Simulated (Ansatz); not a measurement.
The parent structure is MoSi2 (space group I4/mmm, No. 139; a = 3.1901 Å, c = 7.8220 Å; relaxed with 0.1 eV smearing). Axes: x, y, z lie along a, b, c of the conventional cell.

Computed with Ansatz (a quantum-chemistry and plane-wave program) PBEsol, no spin-orbit coupling.

Base values:

- Band gap: zero
- Shortest interatomic distance: 2.580 Å

One thing is altered: uniaxial strain ε_zz = −2.50 %, all other strain components held at zero; the atoms relax in the strained cell.

What happens to the stress, band gap and shortest interatomic distance?

The stress (xx, yy, zz, yz, xz, xy; compression positive) amounts to (2.6, 2.6, 14.5, 0.0, 0.0, 0.0) GPa; the band gap remains zero; the shortest interatomic distance drops by 0.0577 Å, from 2.580 Å to 2.523 Å.

Whether these cells are dynamically stable was not tested. All final runs are without spin polarisation.
